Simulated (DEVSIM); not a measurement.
System: Ru/La2O3/p-Si capacitor, at 400 K.

```
layer (left to right)  material  thickness (nm)  Na (cm⁻³)
---------------------  --------  --------------  ---------
1                         La2O3            6.90          -
2                            Si            9100       4e15
```

Metal gate on the left, work function 4.7 eV. Fixed charge at the semiconductor interface 0 cm⁻² (in units of +e); interface traps 4.3e11 cm⁻² eV⁻¹, uniform in energy, neutral level at 0.5 of the gap above the valence band.

This is a model device: material constants are rounded textbook-type values typed into the input, and sizes, dopings and lifetimes were drawn at random. Values at 300 K; Nc and Nv go as T^1.5, mobilities as T to minus their exponent, the gap by Varshni's rule with the affinity fixed.

| parameter | La2O3 | Si |
|---|---|---|
| gap (eV) | 5.8 | 1.124 |
| affinity (eV) | 1.8 | 4.05 |
| permittivity | 27 | 11.7 |
| Nc (cm⁻³) | - | 2.86e19 |
| Nv (cm⁻³) | - | 3.1e19 |
| Varshni α (eV/K) | - | 0.000473 |
| Varshni β (K) | - | 636 |

Simulated with DEVSIM: 1D Poisson equation in equilibrium, Boltzmann statistics, complete ionisation; no quantum confinement or tunnelling. Metal contacts follow the ideal Schottky-Mott rule: no Fermi-level pinning, no interface dipoles.

The interface trap density was swept, all else fixed.

| interface trap density (cm^-2 eV^-1) | flat-band voltage (V) | minimum of the low-frequency capacitance (μF/cm²) | threshold voltage (band bending 2φF) (V) |
|---|---|---|---|
| 0 | -0.12 | 0.0345 | 0.34 |
| 1e10 | -0.12 | 0.0361 | 0.34 |
| 1e11 | -0.12 | 0.0502 | 0.34 |
| 3e11 | -0.13 | 0.0810 | 0.34 |
| 4.3e11 | -0.13 | ___ | 0.34 |
| 1e12 | -0.13 | 0.185 | 0.35 |
| 2e12 | -0.14 | 0.322 | 0.36 |

**Question.** Some entries are withheld; supply them.

**Answer.** 
- 4.3e11, minimum of the low-frequency capacitance (μF/cm²): 0.101
